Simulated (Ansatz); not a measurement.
Consider KTaO$_{3}$ in the cubic perovskite structure (space group Pm-3m, No. 221; a = 3.989 Å). Axes: x, y, z lie along the cube axes.

The values are results of r2SCAN, PAW, 500 eV (Ansatz, a program for electronic structure; no spin-orbit coupling), earlier PAW set, not measurements.

Strains are applied to the cell and any free atomic positions relax.

One change was made to it. Results:

| quantity | base | after |
|---|---|---|
| energy relative to the base (free energy F) | 0 meV/atom | +13 meV/atom |
| pressure (mean of the normal stresses, compression positive) | 0.01 GPa | 0.14 GPa |
| band gap | 2.64 eV | 2.50 eV |

What was done to the base?
A) tensor shear ε_xz = +3.87 %
B) tensor shear ε_yz = +2.79 %
C) strain tensor (xx, yy, zz, yz, xz, xy) = (+0.81, −1.21, −0.21, −1.24, +0.22, +0.16) %

B, tensor shear ε_yz = +2.79 %. For comparison, the band gap in the other runs: strain tensor (xx, yy, zz, yz, xz, xy) = (+0.81, −1.21, −0.21, −1.24, +0.22, +0.16) % gives 2.59 eV; tensor shear ε_xz = +3.87 % gives 2.42 eV.

With Ta present, leaving out spin-orbit coupling can change the band edges. Whether these cells are dynamically stable was not tested.
